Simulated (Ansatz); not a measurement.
Worked example: self-consistent single point of CdS (F-43m, 2 atoms in the cell) in Ansatz (a program for electronic structure).

Method: LDA (PW92), default PAW files made with PBE (plane waves; Ansatz).

```
CdS
1.0
    0.00000     2.88351     2.88351
    2.88351     0.00000     2.88351
    2.88351     2.88351     0.00000
Cd S
1 1
Cartesian
  0.00000   0.00000   0.00000
  1.44175   1.44175   1.44175
```

Reference input (self-consistent single point, DFT, PBE, plane waves, default PAW files): basis.ecutwfc = 420 eV; kpoints.mp_grid.grid = 10 10 10; hamiltonian.xc = pbe; hamiltonian.pseudopotentials = {kind: paw} (the program's default PAW files); scf.occupations.method = fixed. This run's input differs from it in these lines:

Ansatz 0.2 input:
```diff
@@ -14,3 +14,3 @@
 hamiltonian:
-  xc: pbe
+  xc: lda
   pseudopotentials: { kind: paw }
```

Output (repeated stretches shortened):

```
SCF iter   1: F=—  HF=-8988.655518 eV  |F-HF|=—  |Δ(HF+E_count)|=         —  Δρ=8.46e-3  dr2=3.30e-2  ethr=1.77e-3  ⟨swp⟩=4.9  Hψ=3441  notcnv=0  defer=90
all-band conjugate gradients solve this SCF's bands
preconditioner: auto → none
SCF iter   2: F=—  HF=-8988.645334 eV  |F-HF|=—  |Δ(HF+E_count)|=   1.02e-2  Δρ=2.59e-3  dr2=1.35e-3  ethr=1.27e-4  ⟨swp⟩=2.0  Hψ=1649  notcnv=0  defer=90
SCF iter   3: F=—  HF=-8988.644906 eV  |F-HF|=—  |Δ(HF+E_count)|=   4.28e-4  Δρ=1.14e-3  dr2=2.83e-4  ethr=5.20e-6  ⟨swp⟩=2.1  Hψ=1332  notcnv=0  defer=90
SCF iter   4: F=—  HF=-8988.644829 eV  |F-HF|=—  |Δ(HF+E_count)|=   7.74e-5  Δρ=1.75e-4  dr2=1.20e-5  ethr=1.09e-6  ⟨swp⟩=2.0  Hψ=1222  notcnv=0  defer=36
SCF iter   5: F=—  HF=-8988.644829 eV  |F-HF|=—  |Δ(HF+E_count)|=   3.28e-7  Δρ=3.63e-5  dr2=2.82e-7  ethr=4.62e-8  ⟨swp⟩=2.1  Hψ=1262  notcnv=0
SCF iter   6: F=-8988.644829 eV  HF=-8988.644829 eV  |F-HF|=3.68e-8  |Δ(HF+E_count)|=   7.93e-8  Δρ=1.22e-5  dr2=3.96e-8  ethr=3.85e-10  ⟨swp⟩=6.0  Hψ=3737  notcnv=0
SCF 1 converged in 6 iterations: F = -8988.644829 eV  dr2 = 3.96e-8
Free energy (F): -8988.644829 eV
Internal energy: -8988.644829 eV  (E = F + TS)
E sigma→0 (E₀):  -8988.644829 eV
Fermi energy:    7.123177 eV
--- Forces (eV/Å), atoms counted from 1 ---
  atom   1  Cd     0.00000000     0.00000000    -0.00000000
  atom   2  S     -0.00000000     0.00000000     0.00000000
--- Stress (GPa, compression-positive) ---
       -0.364836      -0.000000       0.000000
       -0.000000      -0.364836       0.000000
        0.000000       0.000000      -0.364836
  P = ⅓ Tr σ = -0.3648 GPa (-3.648 kbar)
  The stress holds the Pulay correction. Without it, at fixed plane waves, as pw.x and ABINIT print it: P = -0.3819 GPa
```

The run converged in 6 iterations. Against the reference run the pressure goes from 5.28 to -0.36 GPa and the gap on the mesh goes from 1.218 to 0.936 eV.

The starting cell comes from a database of computed structures (which also holds hypothetical and non-ambient phases and stackings), without a prior relaxation at this level. Its lattice was rescaled by a random factor within 2.5 % of one. Ansatz's pressure includes its estimate of the finite-basis (Pulay) stress.
